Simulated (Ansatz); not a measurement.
# CH3 on the 1x1 (111) surface of fcc Pd, one in a 2x2 cell, started at the site 'top Pd'

The numbers are results of PBE (plane waves to 420 eV, PAW; Ansatz, a first-principles code), not measurements.

Slab: 20 atoms, 6.8 Å thick at the start under the adsorbate (thin: gaps and levels are the slab's own); k 6x6x1, smearing 0.1 eV, dipole-corrected; 8 atoms held, the rest relaxed; held to the start's symmetry, so lower structures may exist; spin-polarised, no spin-orbit, no U, no dispersion correction. The starting moment vanished. At the end it is bonded to Pd. In PBE it is, or lies within 0.03 eV of, the lowest of the starts that converged.

```json
{
 "adsorption energy against CH4(g) − ½ H2(g)": "0.72 eV",
 "work_function_of_the_top_face": "4.66 eV",
 "change_of_the_work_function": "-0.58 eV",
 "change_of_the_step_from_the_bottom_to_the_top_vacuum_level_against_the_clean_slab": "-0.58 eV",
 "energy_released_by_relaxation": "0.13 eV",
 "height of the binding atom over the mean of the host atoms within 0.3 Å of the top one": "2.171 Å",
 "magnetic_moment_of_the_cell": "0.00 μB",
 "nearest_host_atoms_of_the_binding_atom": "Pd at 2.05 Å, Pd at 3.56 Å, Pd at 3.56 Å",
 "largest_move_of_a_host_atom": "0.15 Å",
 "cost": "roughly 13 core-minutes"
}
```

A negative adsorption energy means that the adsorbate is more stable on the surface than in its reference.
